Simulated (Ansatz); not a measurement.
**InP (model structure, P3m1, No. 156, 20 atoms in the cell): properties by level of theory**

```tsv
level (code)	lattice parameter a (Å)	lattice parameter c (Å)	cohesive energy (eV/atom)
LDA (Ansatz)	4.116	33.692	[?]
PBE (Ansatz)	4.211	34.450	3.14
PBEsol (Ansatz)	4.153	[?]	[?]
PBE-D3(BJ) (Ansatz)	[?]	[?]	3.44
r²SCAN (Ansatz)	[?]	[?]	[?]
r²SCAN+rVV10 (Ansatz)	[?]	34.035	3.45
```

Question: Complete the blanks.

Answer: 
- LDA (Ansatz, a program for electronic structure), cohesive energy (eV/atom): 3.96
- PBEsol (Ansatz), lattice parameter c (Å): 33.983
- PBEsol (Ansatz), cohesive energy (eV/atom): 3.52
- PBE-D3(BJ) (Ansatz), lattice parameter a (Å): 4.164
- PBE-D3(BJ) (Ansatz), lattice parameter c (Å): 34.082
- r²SCAN (Ansatz), lattice parameter a (Å): 4.174
- r²SCAN (Ansatz), lattice parameter c (Å): 34.154
- r²SCAN (Ansatz), cohesive energy (eV/atom): 3.27
- r²SCAN+rVV10 (Ansatz), lattice parameter a (Å): 4.159

Ansatz's density-functional and Hartree–Fock values are scalar-relativistic unless marked +SOC, with PAW data made under PBE.

Free atoms are spin-polarised, in the lowest state found; at levels without +SOC their spin–orbit coupling is left out.

Computed values are for the static lattice.

A model structure was made by putting elements into a prototype or built by hand; it is no filed structure, need not be a known phase, and can be a saddle point held by its symmetry.
